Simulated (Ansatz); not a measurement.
AlN (model structure, Fm-3m, No. 225, 6 atoms in the cell; like a known high-pressure phase), treated with r²SCAN (Ansatz, a quantum-chemistry and plane-wave program, PAW).

Numerical settings: plane-wave cutoff 560 eV, 12×12×6 k mesh (along the axes of the cell as run), Fermi–Dirac smearing 0.01 eV, scalar-relativistic PAW data made under PBE.

Cell (relaxed with PBEsol):

```yaml
crystal:
  lattice:
    - [2.86043, 0.00000, 0.00000]
    - [-1.43022, 2.47721, 0.00000]
    - [0.00000, 0.00000, 7.00659]
  atoms:
    - { symbol: Al, position: [0.66666, 0.00000, 0.66667] }
    - { symbol: Al, position: [0.00000, 0.66666, 0.33333] }
    - { symbol: Al, position: [0.33334, 0.33334, 0.00000] }
    - { symbol: N, position: [0.66667, 0.00000, 0.16667] }
    - { symbol: N, position: [0.00000, 0.66667, 0.83333] }
    - { symbol: N, position: [0.33333, 0.33333, 0.50000] }
```

Question: Predict the band gap and smallest direct gap on the k points sampled.

Answer: 
- band gap = 5.47 eV (indirect)
- smallest direct gap on the k points sampled = 6.45 eV

Note: cell and atoms aren't relaxed at this level (pressure -1.5 GPa).

Static lattice: no zero-point or thermal effects.

It cost about 21 core-seconds (a rough figure) of CPU time.

A model structure was made by putting elements into a prototype or built by hand; it is no filed structure, need not be a known phase, and can be a saddle point held by its symmetry.
